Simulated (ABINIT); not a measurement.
## σxx against uniaxial strain in fluorite-structure HfO2 (space group 225): C11 (ABINIT, PBEsol)

```
CELL_PARAMETERS angstrom
      0.00000     2.51110     2.51110
      2.47343     0.00000     2.51110
      2.47343     2.51110     0.00000
ATOMIC_POSITIONS crystal
  Hf 0.00000 0.00000 0.00000
  O  0.25000 0.25000 0.25000
  O  0.75000 0.75000 0.75000
```

Method of the run: PBEsol, norm-conserving pseudopotentials (PseudoDojo nc-sr-04 PBEsol standard) (plane waves; ABINIT). Settings: pseudos = [Hf.upf, O.upf]; ecut = 55 Ha; ixc = -116133; occopt = 3; tsmear = 0.00036749 Ha; ngkpt = 14 14 14; nshiftk = 1; shiftk = 0 0 0; potentials = PseudoDojo nc-sr-04 PBEsol standard; nband = 17; kptopt = 1; nstep = 50; tolvrs = 1e-12. The cell above is the first row's. The rows stretch one cube axis (x) by the strain ε and hold the other two. Stress is positive in tension. In all rows fractional positions and the k mesh are held.

| ε (%) | σxx (GPa) |
|---|---|
| -1.5 | ? |
| -1.0 | -6.03 |
| -0.5 | -2.98 |
| 0.0 | 0.00 |
| 0.5 | 2.92 |
| 1.0 | 5.78 |
| 1.5 | 8.57 |
| 2.0 | 11.31 |

Taking a parabola for σxx over the 7 complete rows: Least squares gives σxx = 0.000 + 5.9033·ε - 0.1248·ε². Residuals (row less fit): -0.002, 0.003, 0.000, 0.000, 0.002, -0.004, 0.003; standard error 0.003 (degrees of freedom: 4). The slope at ε = 0, 5.9033 GPa per cent, gives C11 ≈ 100 × 5.9033 = 590 GPa, for the static lattice.

Task: Predict the withheld σxx at ε = -1.5 from the fit, and compare with the calculation.

Result: σxx = 0.000 + 5.9033 × (-1.5) - 0.1248 × (-1.5)² = -9.136 GPa. The calculation gives -9.15 GPa, 0.014 GPa below the prediction (0.1 % of the range of σxx in the table). The row lies outside the fitted rows, so this is an extrapolation. From the scatter of the fitted rows alone, a prediction at this place has a standard error of 0.006 GPa, so the miss is 2.4 times that.

Carrying the step between the two nearest rows on in a straight line would have given -9.08, off by 0.07; series whose last step already gives the withheld value aren't shown. The reference cell has the volume at which an earlier scan in this program and functional put its minimum by a fit. This is a high-temperature phase, held here by symmetry. The runs keep the symmetry of the cell, so they don't test it for distortions. The unstrained cell stands at a pressure of 0.00 GPa, and the constants belong to that pressure. By symmetry this strain leaves no force on the atoms; the largest in the rows is 0.000 eV/Å. Spin-orbit coupling is off. Cutoffs and mesh are single choices, not tested for convergence of this quantity. Series with a scatter that would blur these digits, or in which a gap closes, are not shown. Strain series were run only where this level's volume lies within 10 % of a first guess from the measured size.
